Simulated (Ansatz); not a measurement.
# Parameter sweep on the (110) slab of Nb3Sn (cut from a parent of space group no. 223; 16 atoms in the cell)

```
Nb3Sn
1.0
    5.32775     0.00000     0.00000
    0.00000     7.53458     0.00000
    0.00000     0.00000    20.58880
Nb Sn
12 4
Direct
  0.50000   0.68750   0.43142
  0.50000   0.93750   0.33999
  0.00000   0.93750   0.43142
  0.00000   0.68750   0.33999
  0.25000   0.31250   0.38571
  0.75000   0.31250   0.38571
  0.50000   0.18750   0.61430
  0.50000   0.43750   0.52286
  0.00000   0.43750   0.61430
  0.00000   0.18750   0.52286
  0.25000   0.81250   0.56858
  0.75000   0.81250   0.56858
  0.00000   0.56250   0.47714
  0.50000   0.06250   0.47714
  0.00000   0.06250   0.66001
  0.50000   0.56250   0.66001
```

Base run A: PBEsol, PAW files made with PBE (Ansatz, a first-principles code), self-consistent single point.

Its settings: kpoints.mp_grid.grid = 5 4 1; hamiltonian.xc = pbesol; hamiltonian.pseudopotentials = {kind: paw} (the program's default PAW files); scf.occupations.method = gaussian; scf.occupations.width = 0.1 eV.

The starting cell comes from a database of computed structures (which also holds hypothetical and non-ambient phases and stackings), without a prior relaxation at this level. The slab is cut from that crystal, and its faces are unrelaxed. Its lattice was rescaled in the plane by a random factor within 2.5 % of one. Spin polarisation is off. The two faces of this cut differ, and no dipole correction was used. In the base run, forces exceed 1 eV/Å.

ΔF is the free energy per atom less that of run A. 

```json
[
 {"run": "A", "kpoints.mp_grid.grid, scf.occupations.width": "5 4 1, 0.1 eV", "ΔF (meV/atom)": "0.00", "largest force (eV/Å)": "1.802", "TS (meV/atom)": "7.6", "k-points": "9"},
 {"run": "B", "kpoints.mp_grid.grid, scf.occupations.width": "4 3 1, 0.03 eV", "ΔF (meV/atom)": "4.9", "largest force (eV/Å)": "1.763", "TS (meV/atom)": "1.3", "k-points": "6"},
 {"run": "C", "kpoints.mp_grid.grid, scf.occupations.width": "4 3 1, 0.1 eV", "ΔF (meV/atom)": "0.65", "largest force (eV/Å)": "1.750", "TS (meV/atom)": "7.8", "k-points": "6"},
 {"run": "D", "kpoints.mp_grid.grid, scf.occupations.width": "4 3 1, 0.3 eV", "ΔF (meV/atom)": "-26.1", "largest force (eV/Å)": "1.724", "TS (meV/atom)": "57.2", "k-points": "6"},
 {"run": "E", "kpoints.mp_grid.grid, scf.occupations.width": "5 4 1, 0.03 eV", "ΔF (meV/atom)": "3.8", "largest force (eV/Å)": "1.842", "TS (meV/atom)": "1.0", "k-points": "9"},
 {"run": "F", "kpoints.mp_grid.grid, scf.occupations.width": "5 4 1, 0.3 eV", "ΔF (meV/atom)": "-27.0", "largest force (eV/Å)": "1.747", "TS (meV/atom)": "57.8", "k-points": "9"},
 {"run": "G", "kpoints.mp_grid.grid, scf.occupations.width": "6 4 1, 0.03 eV", "ΔF (meV/atom)": "1.91", "largest force (eV/Å)": "1.785", "TS (meV/atom)": "0.9", "k-points": "12"},
 {"run": "H", "kpoints.mp_grid.grid, scf.occupations.width": "6 4 1, 0.1 eV", "ΔF (meV/atom)": "-1.52", "largest force (eV/Å)": "1.766", "TS (meV/atom)": "7.0", "k-points": "12"},
 {"run": "I", "kpoints.mp_grid.grid, scf.occupations.width": "6 4 1, 0.3 eV", "ΔF (meV/atom)": "-27.8", "largest force (eV/Å)": "1.728", "TS (meV/atom)": "57.1", "k-points": "12"}
]
```

Run E against A: The free energy goes up by 3.8 meV/atom and the largest force goes from 1.802 to 1.842 eV/Å.

Run I against A: The free energy falls by 27.8 meV/atom and the largest force goes from 1.802 to 1.728 eV/Å.

Run D against A: The free energy drops by 26.1 meV/atom and the largest force goes from 1.802 to 1.724 eV/Å.

Keys are those of Ansatz 0.2.
